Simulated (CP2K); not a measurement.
CP2K run on Ti₃Al (P6_3/mmc, 8 atoms in the cell): self-consistent single point.

Method: PBEsol, GPW, DZVP-MOLOPT-SR-GTH basis, GTH-PBE potentials (GTH_POTENTIALS) in CP2K.

```
Ti3Al
1.0
    5.66608     0.00000     0.00000
   -2.83304     4.90697     0.00000
    0.00000     0.00000     4.56480
Ti Al
6 2
Direct
  0.82990   0.65980   0.25000
  0.17010   0.34020   0.75000
  0.17010   0.82990   0.75000
  0.82990   0.17010   0.25000
  0.34020   0.17010   0.25000
  0.65980   0.82990   0.75000
  0.33333   0.66667   0.25000
  0.66667   0.33333   0.75000
```

Reference input (self-consistent single point, DFT PBE, GPW, DZVP-MOLOPT-SR-GTH basis, GTH-PBE potentials (GTH_POTENTIALS)): CUTOFF = 600 Ry; REL_CUTOFF = 50 Ry; SMEAR/METHOD = FERMI_DIRAC; ELECTRONIC_TEMPERATURE = 1160.45 K; KPOINTS/SCHEME = MONKHORST-PACK 5 5 5; XC_FUNCTIONAL = PBE; Ti/BASIS_SET = DZVP-MOLOPT-SR-GTH-q12; Ti/POTENTIAL = GTH-PBE-q12; Al/BASIS_SET = DZVP-MOLOPT-SR-GTH-q3; Al/POTENTIAL = GTH-PBE-q3; METHOD = GPW; EPS_DEFAULT = 1e-10. This run's input differs from it in these lines:

```diff
@@ -43,3 +43,6 @@
     &XC
-      &XC_FUNCTIONAL PBE
+      &XC_FUNCTIONAL
+        &PBE
+          PARAMETRIZATION PBESOL
+        &END PBE
       &END XC_FUNCTIONAL
```

Output (repeated stretches shortened):

```
 SCF WAVEFUNCTION OPTIMIZATION

  Step     Update method      Time    Convergence         Total energy    Change
     1 NoMix/Diag. 0.30E+00      -     1.51263303      -355.4340542548 -3.55E+02
     2 Broy./Diag. 0.30E+00      -     0.01816428      -356.8937766451 -1.46E+00
     3 Broy./Diag. 0.30E+00      -     0.02854345      -354.4956536904  2.40E+00
     4 Broy./Diag. 0.30E+00      -     0.01629186      -352.7941591162  1.70E+00
     5 Broy./Diag. 0.30E+00      -     0.00626934      -352.9211228828 -1.27E-01
     6 Broy./Diag. 0.30E+00      -     0.00252834      -352.8297633418  9.14E-02
   [... 3 lines left out ...]
    10 Broy./Diag. 0.30E+00      -     0.00002802      -352.8085427121  8.45E-04
    11 Broy./Diag. 0.30E+00      -     0.00000387      -352.8086974198 -1.55E-04
    12 Broy./Diag. 0.30E+00      -     0.00000390      -352.8087764856 -7.91E-05
    13 Broy./Diag. 0.30E+00      -     0.00000060      -352.8088045434 -2.81E-05
  *** SCF run converged in    13 steps ***

  Overlap energy of the core charge distribution:               0.00000000000000
  Self energy of the core charge distribution:               -652.67826559893081
  Core Hamiltonian energy:                                    165.49710553288705
  Hartree energy:                                             179.49764005593300
  Exchange-correlation energy:                                -45.11768905821359
  Electronic entropic energy:                                  -0.00759547496839
  Fermi energy:                                                 0.38977768818561

  Total energy:                                              -352.80880454335232
  Total energy (extrapolated to T->0):                       -352.80500680586812

   [... lines left out ...]

 STRESS| Analytical stress tensor [bar]
 STRESS|                        x                   y                   z
 STRESS|      x        2.81320863648E+04   5.36452035931E-01  -3.59775604955E-09
 STRESS|      y        5.36452035931E-01   2.81333096568E+04   2.16407491371E-10
 STRESS|      z       -3.59775604955E-09   2.16407491371E-10   4.41128362850E+04
 STRESS| 1/3 Trace                                             3.34594107688E+04
```

The run converged in 13 iterations. Against the reference run the pressure goes from 6.86 to 3.35 GPa and the largest force goes from 0.021 to 0.060 eV/Å.

The starting cell comes from a database of computed structures (which also holds hypothetical and non-ambient phases and stackings), without a prior relaxation at this level. Its lattice was rescaled by a random factor within 2.5 % of one. Spin polarisation is off. Values carry the incompleteness of an atom-centred basis. The potentials were made for another functional than the one used. With a pressure of about 3 GPa the cell is away from its equilibrium volume at this level.

Cost on one core of a shared machine: roughly 3 min.
